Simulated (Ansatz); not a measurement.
The cell is made up: elements placed on another compound's structure type, so the phase may be hypothetical.

By PBEsol, the system below comes out a metal.

Without scattering a metal conducts by its projected Fermi surface.

Here is the system:

```xyz
4
Lattice="2.9060 0.0000 0.0000 -1.4530 2.5166 0.0000 1.4530 0.8389 6.2139" Properties=species:S:1:pos:R:3 pbc="T T T"
Rh     0.0000     1.6778     3.1070
Pt     0.0000     0.0000     0.0000
N      1.4530     0.8389     4.2698
N      1.4530     2.5167     1.9442
```

Space group of this cell: R-3m. The cell was relaxed by PBE-D3(BJ); by PBEsol its mean pressure is -4.0 GPa.

The current flows along the normal of the first two printed cell vectors. No spin-orbit coupling; the value is a mean over 0.1 eV about the Fermi level.

Give the ballistic conductance per area that PBEsol run with Ansatz (a first-principles code) yields.

1.3 × 10¹⁵ S/m² for both spins.
